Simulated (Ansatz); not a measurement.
The reference is AlCo in the CsCl type structure (space group Pm-3m, No. 221; a = 2.824 Å; weakly magnetic (sensitive to the mesh)). Axes: x, y, z lie along the cube axes.

Method: r2SCAN (Ansatz, a first-principles code; PAW; 500 eV plane waves; no SOC).

Base values:

```
Property           Result
---------------  --------
Volume per atom  11.26 Å³
Pressure          0.0 GPa
```

Perturbation: tensile biaxial strain of 0.30 % in the plane normal to [111], as in epitaxy on a mismatched substrate; the out-of-plane cell vector and the atoms relax.

What happens to the volume per atom and pressure?

The volume per atom increases by 0.05 Å³ to 11.31 Å³; the pressure (mean of the normal stresses, compression positive) goes from zero to -0.9 GPa.

Other magnetic orders, which the real material may have, were not ruled out. Without a gap, meshes like the base's 16×16×16 leave anisotropic stresses uncertain by several tenths of a GPa, and small strain energies with them. No phonon test of stability was made. Seeded moments were not kept for biaxial strain +0.30 %, plane normal [111], relaxed out of plane and the base.
